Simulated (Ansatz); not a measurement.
## A computed series for CdTe: pressure series

The reference is CdTe in the zinc blende structure (space group F-43m, No. 216; a = 6.558 Å).

Cell and atoms are relaxed at each pressure.

The values are results of r2SCAN (Ansatz, a quantum-chemistry and plane-wave program; PAW; 500 eV plane waves; no spin-orbit coupling), earlier PAW set, not measurements.

```
P (GPa)  V (Å³/atom)
-------  -----------
-2.01         37.328
-1.01         36.221
0.88          34.536
2.10          33.654
4.49          32.215
9.00          30.181
15.00         28.237
22.50         26.471
30.00         25.133
```

Task: Fit a third-order Birch–Murnaghan equation of state.

Result: Least squares on P(V) = (3B₀/2)[(V₀/V)^(7/3) − (V₀/V)^(5/3)]·[1 + (3/4)(B₀′ − 4)((V₀/V)^(2/3) − 1)] gives V₀ = 35.27 Å³/atom, B₀ = 40 GPa and B₀′ = 4.6.

Measured bulk modulus of CdTe: 43.7 GPa (room temperature; as listed in Elmahjoubi et al., arXiv (2023)); the computed value is for a static lattice, so the two differ by thermal effects too.

Between the base and pressure 4.5 GPa the gap moves from 1.16 eV to 1.45 eV, a mean slope of 65 meV/GPa.

With Te present, leaving out spin-orbit coupling can change the band edges. Load acts through the strain it causes; cell and atoms are relaxed under it. Whether these cells are dynamically stable was not tested. Measured, CdTe leaves this structure (for cinnabar) near 3.53 GPa (temperature not stated; as listed in Datta, Sujoy, Jana, Debnarayan, arXiv (2020)), on rising pressure, with hysteresis.
